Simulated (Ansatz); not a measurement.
**Sc₄Si₃ (model structure, started from the Al4C3 type, R-3m, No. 166, 7 atoms in the cell)**

All values below come from PBE (Ansatz, a quantum-chemistry and plane-wave program, plane waves, PAW).

Numerical settings: plane-wave cutoff 520 eV, 8×8×8 k mesh, Fermi–Dirac smearing 0.01 eV, scalar-relativistic PAW data made under PBE.

Cell (relaxed at this level):

Sc4Si3 is taken in the trigonal space group R-3m, hexagonal axes (No. 166), Pearson symbol hR7. Cell: a = 4.5642 Å, b = 4.5642 Å, c = 27.9277 Å, α = 90.00°, β = 90.00°, γ = 120.00°. Sc1 on 6c is surrounded by 4 Si at 2.679–2.688 Å and 1 Si at 3.049 Å and 3 Sc at 3.341 Å. Sc2 on 6c is coordinated by 1 Si at 2.587 Å and 3 Si at 2.817 Å and 6 Sc at 3.302–3.341 Å. Si1 on 6c is coordinated by 5 Sc at 2.587–2.688 Å (trigonal bipyramidal). Si2 on 3a has 6 Sc at 2.817 Å and 2 Sc at 3.049 Å (cubic). (Neighbours: up to the widest gap in distance over summed covalent radii, below 1.35, at either atom; cation-cation and far metal-metal contacts left out.)
(The calculation used a cell of 7 atoms; values per cell refer to that cell.)

band gap: none
bulk modulus: 42.3 GPa

Note: the bulk modulus is −V dP/dV from two relaxed cells at ±2 % in volume; the relaxation could raise the start's symmetry but not lower it, so the cell can be a saddle point.

The computed numbers hold no vibrational or temperature effects.

Cost on a shared machine: around 13 core-minutes (rough).

A model structure was made by putting elements into a prototype or built by hand; it is no filed structure, need not be a known phase, and can be a saddle point held by its symmetry.
